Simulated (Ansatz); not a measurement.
Band structure of LaAl (Cmcm, 8 atoms in the cell).

```
LaAl
1.0
    4.83233    -3.97682     0.00000
    4.83233     3.97682     0.00000
    0.00000     0.00000     5.85942
La Al
4 4
Direct
  0.48690   0.15832   0.75000
  0.51310   0.84168   0.25000
  0.15832   0.48690   0.25000
  0.84168   0.51310   0.75000
  0.30168   0.69832   0.75000
  0.69832   0.30168   0.25000
  0.00000   0.00000   0.50000
  0.00000   0.00000   0.00000
```

Method: PBEsol, PAW files made with PBE (plane waves; Ansatz, a first-principles code).

Settings: kpoints.mp_grid.grid = 3 3 4; hamiltonian.xc = pbesol; hamiltonian.pseudopotentials = {kind: paw} (the program's default PAW files); scf.occupations.method = fermi_dirac; scf.occupations.width = 0.1 eV; kpoints.band_path.npoints = 8.

The starting cell comes from a database of computed structures (which also holds hypothetical and non-ambient phases and stackings), without a prior relaxation at this level. Its lattice was rescaled by a random factor within 2.5 % of one.

Levels in eV from the Fermi level, bands 25 to 32:
```csv
point,25,26,27,28,29,30,31,32
Γ,-1.19,-0.91,-0.88,-0.56,-0.44,0.83,1.11,1.14
X,-0.98,-0.52,-0.46,-0.22,0.10,0.43,0.56,0.80
S,-1.43,-0.86,-0.36,0.09,0.43,0.54,0.58,0.70
R,-0.71,-0.71,-0.64,-0.64,0.31,0.31,0.61,0.61
A,-0.39,-0.39,-0.28,-0.28,0.19,0.19,0.78,0.78
Z,-0.36,-0.36,-0.32,-0.32,0.50,0.50,0.67,0.67
Y,-0.84,-0.75,-0.74,-0.30,-0.02,0.51,0.51,0.71
X1,-0.98,-0.52,-0.46,-0.22,0.10,0.43,0.56,0.80
A1,-0.39,-0.39,-0.28,-0.28,0.19,0.19,0.78,0.78
T,-0.27,-0.27,-0.08,-0.08,0.21,0.21,0.66,0.66
```

Bands cross the Fermi level along this path, so the cell is metallic at this level.

Keys are those of Ansatz 0.2.
